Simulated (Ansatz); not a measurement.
**A computed series for MoS2: response to strain**

Take MoS$_{2}$ in the 2H-MoS2 type structure (space group P6_3/mmc, No. 194; a = 3.149 Å, c = 12.090 Å; layered, stacked along the Cartesian z axis) as the base. Axes: x lies along a and z along c of the hexagonal cell.

Strains are applied to the cell and any free atomic positions relax; under biaxial strain the out-of-plane vector relaxes too.

Calculations: DFT with PBE-D3(BJ), PAW potentials and a 420 eV plane-wave cutoff in Ansatz (a quantum-chemistry and plane-wave program), spin-orbit coupling left out.

Notes on the quantities. in-plane stress: mean in-plane stress (compression positive).

```csv
change,in-plane stress,band gap,width of the top valence band,out-of-plane strain
base,–,0.78 eV,1.69 eV,–
"biaxial strain −1.01 %, plane normal [001], relaxed out of plane",+3.0 GPa,0.80 eV,1.66 eV,+0.33 %
"biaxial strain −0.24 %, plane normal [001], relaxed out of plane",+0.7 GPa,0.78 eV,1.68 eV,+0.07 %
"biaxial strain +0.52 %, plane normal [001], relaxed out of plane",-1.4 GPa,0.76 eV,1.70 eV,-0.18 %
```

No phonon test of stability was made.
